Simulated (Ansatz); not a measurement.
Start from Al in the fcc (Cu type) structure (space group Fm-3m, No. 225; a = 3.9924 Å; relaxed with 0.1 eV smearing). Axes: x, y, z lie along the cube axes.

The values are results of r2SCAN/PAW in Ansatz (a quantum-chemistry and plane-wave program), no spin-orbit coupling, earlier PAW set, not measurements.

For the base:

The pressure is 0.0 GPa.

Modification: tensile biaxial strain of 4.76 % in the plane normal to [111], as in epitaxy on a mismatched substrate; the out-of-plane cell vector and the atoms relax.

Task: How does this affect the out-of-plane strain and pressure?

Result: The out-of-plane strain is -3.53 %; the pressure (mean of the normal stresses, compression positive) goes from zero to -3.9 GPa.

No phonon test of stability was made.
